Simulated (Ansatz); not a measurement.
## ZrIr3: response to strain

Base system: ZrIr3 in the Cu3Au type structure (space group Pm-3m, No. 221; relaxed with 0.1 eV smearing).

```
ZrIr3
1.0
    3.93386     0.00000     0.00000
    0.00000     3.93386     0.00000
    0.00000     0.00000     3.93386
Zr Ir
1 3
Direct
  0.00000   0.00000   0.00000
  0.50000   0.50000   0.00000
  0.00000   0.50000   0.50000
  0.50000   0.00000   0.50000
```

Cartesian axes are those of the cell as printed.

Strains are applied to the cell and any free atomic positions relax; under biaxial strain the out-of-plane vector relaxes too.

Calculations: PBEsol, PAW, 420 eV (Ansatz, a program for electronic structure; no spin-orbit coupling).

Notes on the quantities. energy relative to the base: free energy F; pressure: mean of the normal stresses, compression positive.

| variant | energy relative to the base | pressure | space group | shortest interatomic distance |
|---|---|---|---|---|
| base | 0 meV/atom | 0.0 GPa | Pm-3m (No. 221) | 278.2 pm |
| biaxial strain −3.82 %, plane normal [110], relaxed out of plane | +94 meV/atom | 18.0 GPa | Cmmm (No. 65) | 267.5 pm |
| uniaxial strain ε_xx = −4.58 % | +49 meV/atom | 15.8 GPa | P4/mmm (No. 123) | 271.9 pm |
| uniaxial strain ε_xx = −1.11 % | +2.6 meV/atom | 3.4 GPa | P4/mmm (No. 123) | 276.6 pm |
| uniaxial strain ε_xx = +0.86 % | +1.5 meV/atom | -2.5 GPa | P4/mmm (No. 123) | 278.2 pm |
| uniaxial strain ε_yy = +5.05 % | +49 meV/atom | -12.7 GPa | P4/mmm (No. 123) | 278.2 pm |

No phonon test of stability was made. The final runs are not spin-polarised.
